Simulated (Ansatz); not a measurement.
Base system: BaO in the rock salt structure (space group Fm-3m, No. 225; a = 5.490 Å).

Method: Kohn–Sham DFT with the PBEsol functional, run in Ansatz (an electronic-structure program) with PAW and 420 eV plane waves, scalar-relativistic without spin-orbit coupling.

For the base:

```
Item                                 Value
-----------------------------  -----------
Density                         6.16 g/cm³
Shortest interatomic distance      2.745 Å
Gap character                  direct at X
```

Now apply this change: cell and atoms relaxed at a pressure of 15 GPa.

Q: What does the calculation give for the density, shortest interatomic distance and gap character after the change?

A: The density increases by 0.92 g/cm³ (6.16 g/cm³ → 7.08 g/cm³); the shortest interatomic distance drops by 0.125 Å, from 2.745 Å to 2.620 Å; the gap character remains direct at X.

Load acts through the strain it causes; cell and atoms are relaxed under it. No phonon test of stability was made. Competing high-pressure phases were not computed.
